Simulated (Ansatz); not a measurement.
# Nb₃Ru (Fm-3m): resistivity and electron-phonon coupling

Input:

```yaml
crystal:
  lattice:
    - [0.00000, 3.19100, 3.19100]
    - [3.19100, 0.00000, 3.19100]
    - [3.19100, 3.19100, 0.00000]
  atoms:
    - { symbol: Nb, position: [0.25000, 0.25000, 0.25000] }
    - { symbol: Nb, position: [0.75000, 0.75000, 0.75000] }
    - { symbol: Nb, position: [0.50000, 0.50000, 0.50000] }
    - { symbol: Ru, position: [0.00000, 0.00000, 0.00000] }
```

Method: PBEsol, DFPT electron-phonon coupling, linearised Boltzmann equation (plane waves, PAW, scalar-relativistic; Ansatz, a first-principles code). Geometry: relaxed with this functional, without spin-orbit coupling.

* **resistivity at 300 K**: 8.9 μΩ·cm
* **resistivity at 77 K**: 0.80 μΩ·cm
* **electron mean free path at 300 K (weighted by the current that each state carries)**: 12.3 nm
* **electron-phonon coupling λ**: 0.27
* **transport coupling λ_tr**: 0.28
* **logarithmic mean phonon energy**: 22 meV
* **density of states at the Fermi level**: 1.07 states/(eV·spin·cell)
* **Drude plasma energy**: 5.9 eV
* **Hall coefficient at 300 K**: 26 ×10⁻¹¹ m³/C
* **Tc for μ* = 0.10 (anisotropic Eliashberg)**: below 1 K
* **Tc for μ* = 0.13 (anisotropic Eliashberg)**: below 1 K

A metal at this level (no band gap). Only scattering by harmonic phonons is included (no impurities, grain boundaries, electron-electron scattering or thermal expansion). Spin-orbit coupling is left out. Halving the electron mesh (24x24x24) moves the resistivity by up to 1 % at 300 K, the mean free path by up to 4 %, the coupling by up to 3 %. Smearing 0.20 eV; phonons on a 4x4x4 q mesh, which this run doesn't test and which matters most at low temperature. Tc comes from the anisotropic Migdal-Eliashberg equations with μ*, a chosen number, referred to 23 meV.

Computed structure, not matched to a measured one here, so possibly hypothetical: Nb3Ru (Fm-3m).
